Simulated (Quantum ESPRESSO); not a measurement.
**Sensitivity of a calculation on YAl6Cu6 (P1, 13 atoms in the cell) to its settings**

```xyz
13
Lattice="-2.4924 4.2725 4.3419 2.4924 -4.2725 4.3419 2.4924 4.2725 -4.3419" Properties=species:S:1:pos:R:3 pbc="T T T"
Y     -0.0172    -0.0615    -0.0254
Al    -0.0260     0.0008     3.0819
Al     0.0400     0.0494     5.6753
Al     0.0122     5.5885     0.0055
Al    -0.0134     3.0330    -0.0819
Al     0.0115     4.3306     2.5664
Al     2.4727    -0.0318     1.7524
Cu    -1.3302     2.1000     2.1785
Cu     1.2484    -2.1442     2.2058
Cu     1.2669     2.1434     2.2084
Cu     1.2209     2.1339    -2.1257
Cu     2.5179     1.9396     0.0030
Cu     0.0737     2.2807     4.2652
```

Base run A: PBEsol, PSlibrary PAW (PBE) pseudopotentials in Quantum ESPRESSO, self-consistent single point.

Its settings: ecutwfc = 50 Ry; ecutrho = 350 Ry; occupations = smearing; smearing = gaussian; degauss = 0.019992 Ry; input_dft = pbesol; K_POINTS = automatic 4 5 5 0 0 0; conv_thr = 1e-09 Ry; mixing_beta = 0.7.

The starting cell comes from a database of computed structures (which also holds hypothetical and non-ambient phases and stackings), without a prior relaxation at this level. Its atoms were displaced at random from the sites of space group no. 71. Spin polarisation is off. In the base run, forces exceed 1 eV/Å.

ΔF is the free energy per atom less that of run A. 

Run A gave: pressure (GPa) -0.40; largest force (eV/Å) 1.093.

Runs:
- B: ecutwfc, ecutrho = 20 Ry, 140 Ry
- C: ecutwfc, ecutrho = 25 Ry, 175 Ry

**Question.** What does run B change against A?

**Answer.** The free energy goes up by 4.42 eV/atom, the pressure goes from -0.40 to -212.1 GPa and the largest force goes from 1.093 to 1.044 eV/Å.

**Question.** What does run C change against A?

**Answer.** The free energy rises by 789 meV/atom, the pressure goes from -0.40 to -54.80 GPa and the largest force goes from 1.093 to 1.065 eV/Å.

| run | ΔF (meV/atom) | pressure (GPa) | largest force (eV/Å) |
|---|---|---|---|
| A | 0.00 | -0.40 | 1.093 |
| B | 4416.8 | -212.13 | 1.044 |
| C | 789.4 | -54.80 | 1.065 |
